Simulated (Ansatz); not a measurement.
Base system: TiTe₂ in the CdI2 type structure (space group P-3m1, No. 164; a = 3.782 Å, c = 6.613 Å; layered, stacked along the Cartesian z axis; relaxed with 0.1 eV smearing). Axes: x lies along a and z along c of the hexagonal cell.

Computed with r2SCAN+rVV10/PAW in Ansatz (a quantum-chemistry and plane-wave program), without spin-orbit coupling, earlier PAW set.

Strains are applied to the cell and any free atomic positions relax.

One change was made to it. Results:

The energy increases by 2.4 meV/atom; the largest internal atomic displacement amounts to 0.015 Å.

Problem. Which change produced these results?
(A) isotropic strain −3.36 %
(B) uniaxial strain ε_yy = −1.80 %
(C) uniaxial strain ε_zz = −5.08 %

Solution. B, uniaxial strain ε_yy = −1.80 %. For comparison, the energy relative to the base in the other runs: isotropic strain −3.36 % gives +34 meV/atom; uniaxial strain ε_zz = −5.08 % gives +10 meV/atom.

No phonon test of stability was made. All final runs are without spin polarisation.
